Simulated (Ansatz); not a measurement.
Base system: BeTe in the zinc blende structure (space group F-43m, No. 216).

```cif
data_BeTe
_chemical_formula_sum 'Te1 Be1'
_space_group_name_H-M_alt 'P 1'
_space_group_IT_number 1
_cell_length_a 4.00481
_cell_length_b 4.00481
_cell_length_c 4.00481
_cell_angle_alpha 60.000
_cell_angle_beta 60.000
_cell_angle_gamma 60.000
loop_
_space_group_symop_operation_xyz
  'x, y, z'
loop_
_atom_site_label
_atom_site_type_symbol
_atom_site_fract_x
_atom_site_fract_y
_atom_site_fract_z
_atom_site_occupancy
Te1 Te 0.75000 0.75000 0.75000 1
Be1 Be 0.00000 0.00000 0.00000 1
```

Levels (all Ansatz, an electronic-structure program, PAW): PBE (420 eV, no spin-orbit coupling); HSE06+SOC (420 eV, spin-orbit coupling included).

The geometry is relaxed with PBE.

| Quantity | Value |
|---|---|
| PBE lowest conduction level above the VBM at special points | X 2.03 eV; U 2.74 eV; K 2.74 eV; Γ 3.64 eV |
| PBE valence-band top at Γ | 0.00, 0.00, 0.00 eV |

Q: How does going to HSE06+SOC change the lowest conduction level above the VBM at special points and valence-band top at Γ?

A: The lowest conduction level above the VBM at special points changes from X 2.03 eV; U 2.74 eV; K 2.74 eV; Γ 3.64 eV to X 2.39 eV; U 3.13 eV; K 3.13 eV; Γ 4.12 eV; the valence-band top at Γ (three highest Kramers pairs, from the VBM) changes from 0.00, 0.00, 0.00 eV to 0.00, 0.00, -1.00 eV. The threefold valence maximum splits by Δso ≈ 1.00 eV.

Single points use the geometry relaxed with PBE. HSE06 gaps are upper bounds (no full band path). The spin-orbit shifts are approximate. Spin-orbit coupling, missing from the scalar runs, can matter with Te. The levels and masses belong to the bands next to the band gap. Whether these cells are dynamically stable was not tested.
